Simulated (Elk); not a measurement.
**Elk run on As (R-3m, 2 atoms in the cell): self-consistent single point**

Method: PBE, all-electron FP-LAPW, Elk's shipped species files, APW+lo basis with extra local orbitals (Elk).

Input as run:

```
tasks
  0

xctype
  20

rgkmax
  7.5

gmaxvr
  14.0

nxlo
  2

lorbcnd
  .true.

rmtscf
  0.93

lmaxi
  3

swidth
  0.00367493

maxscl
  100

scale
  1.889726125

avec
    1.8774098537    1.0839230844    3.7043370000
   -1.8774098537    1.0839230844    3.7043370000
    0.0000000000   -2.1678461689    3.7043370000

atoms
  1
  'As.in'
  2
  0.2244300000  0.2244300000  0.2244300000    0.0 0.0 0.0
  0.7755700000  0.7755700000  0.7755700000    0.0 0.0 0.0

ngridk
  11 11 11
```

Output, abridged:

```
│ Elk code version 10.2.4 │

All units are atomic (Hartree, Bohr, etc.)

│ Ground-state run starting from atomic densities │

Lattice vectors :
   3.547790448       2.048317770       7.000182405
  -3.547790448       2.048317770       7.000182405
   0.000000000      -4.096635540       7.000182405

Unit cell volume      :    305.2220464
Brillouin zone volume :   0.8126877346

Muffin-tin inner radius fraction :   0.1000000000E-01

Nuclei treated as point charges

Species :    1 (As)
 parameters loaded from : As.in
 name : arsenic
 nuclear charge    :   -33.00000000
 electronic charge :    33.00000000
 atomic mass :    136573.7219
 muffin-tin radius :    2.232000000
 number of radial points in muffin-tin :    497
 atomic positions (lattice), magnetic fields (Cartesian) :
   1 :   0.22443000  0.22443000  0.22443000    0.00000000  0.00000000  0.00000000
   2 :  -0.22443000 -0.22443000 -0.22443000    0.00000000  0.00000000  0.00000000

Total number of atoms per unit cell :    2

Spin treatment :
 spin-unpolarised

Number of Bravais lattice symmetries :   12
Number of crystal symmetries         :   12
Crystal has inversion symmetry
Real symmetric eigensolver will be used

k-point grid :     11    11    11
k-point offset :    0.000000000       0.000000000       0.000000000
k-point set is reduced with full crystal symmetry group
Total number of k-points :      146

Muffin-tin radius times maximum |G+k| :    7.500000000
 using average radius
Maximum |G+k| for APW functions       :    3.360215054
Maximum (1/2)|G+k|²                   :    5.645522604
Maximum |G| for potential and density :    14.00000000
 potential will be trimmed for |G| > 2 gkmax
Constant for pseudocharge density :    8
Radial integration step length :    4

G-vector grid sizes :     40    40    40
Number of G-vectors :    14149

Maximum angular momentum used for
 APW functions                      :    8
 outer part of muffin-tin           :    6
 inner part of muffin-tin           :    3

Total nuclear charge    :   -66.00000000
Total core charge       :    36.00000000
Total valence charge    :    30.00000000
Total excess charge     :    0.000000000
Total electronic charge :    66.00000000

Effective Wigner radius, rₛ :    1.033541180

Number of empty states         :    8
Total number of valence states :   23
Total number of core states    :   36

Conduction state local-orbitals added automatically
Total number of local-orbitals :  160

Exchange-correlation functional :     20     0     0
 Perdew-Burke-Ernzerhof, Phys. Rev. Lett. 77, 3865 (1996)
 gradient requirement :    1
 generalised gradient approximation (GGA)

Smearing type :    3
 Fermi-Dirac
Smearing width :   0.3674930000E-02
Effective electronic temperature (K) :    1160.451112

Mixing type :    3
 Broyden mixing, J. Phys. A: Math. Gen. 17, L317 (1984)

Kohn-Sham potential initialised from atomic data

│ Self-consistent loop started │
│ Loop number : 1 │
 total energy                :     -4528.43128202
│ Loop number : 2 │
 total energy                :     -4528.38637761
RMS change in Kohn-Sham potential (target) :   0.1437951325     (  0.1000000000E-05)
Absolute change in total energy (target)   :   0.4490441784E-01 (  0.1000000000E-03)
│ Loop number : 3 │
 total energy                :     -4525.78741065
RMS change in Kohn-Sham potential (target) :   0.7981672684E-01 (  0.1000000000E-05)
Absolute change in total energy (target)   :    2.610193064     (  0.1000000000E-03)
│ Loop number : 4 │
 total energy                :     -4523.67673889
RMS change in Kohn-Sham potential (target) :   0.2943387294E-01 (  0.1000000000E-05)
Absolute change in total energy (target)   :    2.763220025     (  0.1000000000E-03)
│ Loop number : 5 │
 total energy                :     -4522.75848586
RMS change in Kohn-Sham potential (target) :   0.8277377345E-02 (  0.1000000000E-05)
Absolute change in total energy (target)   :    1.609058034     (  0.1000000000E-03)
│ Loop number : 6 │
 total energy                :     -4522.46587162
RMS change in Kohn-Sham potential (target) :   0.1958538101E-02 (  0.1000000000E-05)
Absolute change in total energy (target)   :   0.6948787510     (  0.1000000000E-03)
│ Loop number : 7 │
 total energy                :     -4522.36848124
RMS change in Kohn-Sham potential (target) :   0.1866235722E-03 (  0.1000000000E-05)
Absolute change in total energy (target)   :   0.2711100679     (  0.1000000000E-03)
│ Loop number : 8 │
 total energy                :     -4522.35884160
RMS change in Kohn-Sham potential (target) :   0.8964475192E-04 (  0.1000000000E-05)
Absolute change in total energy (target)   :   0.7741715344E-01 (  0.1000000000E-03)
│ Loop number : 9 │
 total energy                :     -4522.35168975
RMS change in Kohn-Sham potential (target) :   0.1057947402E-04 (  0.1000000000E-05)
Absolute change in total energy (target)   :   0.2650614176E-01 (  0.1000000000E-03)
│ Loop number : 10 │
 total energy                :     -4522.35202551
RMS change in Kohn-Sham potential (target) :   0.3935935939E-05 (  0.1000000000E-05)
Absolute change in total energy (target)   :   0.6290771158E-02 (  0.1000000000E-03)
│ Loop number : 11 │
 total energy                :     -4522.35227900
RMS change in Kohn-Sham potential (target) :   0.6595969503E-06 (  0.1000000000E-05)
Absolute change in total energy (target)   :   0.1319204380E-02 (  0.1000000000E-03)
│ Loop number : 12 │
 total energy                :     -4522.35226525
RMS change in Kohn-Sham potential (target) :   0.3268555518E-06 (  0.1000000000E-05)
Absolute change in total energy (target)   :   0.3435528261E-03 (  0.1000000000E-03)
│ Loop number : 13 │
 total energy                :     -4522.35224625
RMS change in Kohn-Sham potential (target) :   0.2843193200E-07 (  0.1000000000E-05)
Absolute change in total energy (target)   :   0.1048915146E-03 (  0.1000000000E-03)
│ Loop number : 14 │
 total energy                :     -4522.35224585
RMS change in Kohn-Sham potential (target) :   0.1505832318E-07 (  0.1000000000E-05)
Absolute change in total energy (target)   :   0.2662006955E-04 (  0.1000000000E-03)
Convergence targets achieved

│ Loop number : 15 │

Energies :
 Fermi                       :     0.243810820482
 sum of eigenvalues          :     -2609.86426047
 electron kinetic            :      4623.66611590
 core electron kinetic       :      4260.06653975
 Coulomb                     :     -8978.15938594
 Coulomb potential           :     -7015.28156187
 nuclear-nuclear             :     -486.033527827
 electron-nuclear            :     -9968.97015435
 Hartree                     :      1476.84429624
 Madelung                    :     -5470.51860500
 xc potential                :     -218.248814501
 exchange                    :     -164.657432616
 correlation                 :     -3.20121842753
 electron entropic           :    -0.324794819211E-03
 total energy                :     -4522.35224587

Density of states at Fermi energy :    6.862970194
 (states/Hartree/unit cell)

Estimated indirect band gap :   0.3855939975E-02
 from k-point     89 to k-point      5
Estimated direct band gap   :   0.1508537087E-01
 at k-point     89

Charges :
 core                        :    36.00000000
 valence                     :    30.00000000
 interstitial                :    4.122185767
 muffin-tins (core leakage)
  species :    1 (As)
   atom    1                 :    30.93890712     (  0.3939367292E-03)
   atom    2                 :    30.93890712     (  0.3939367292E-03)
 total in muffin-tins        :    61.87781423
 total calculated charge     :    65.98270902
 total charge                :    66.00000000
 error                       :   0.1729097599E-01

│ Self-consistent loop stopped │
```

The run converged in 15 iterations. The count includes the last loop, which Elk runs after its targets are met.

The starting cell comes from a database of computed structures (which also holds hypothetical and non-ambient phases and stackings), without a prior relaxation at this level. Values depend on the basis (sphere radii, cutoffs, local orbitals), which need not be converged. The log's line on a gap gives a spacing of levels on this mesh, which the program prints for metals too.
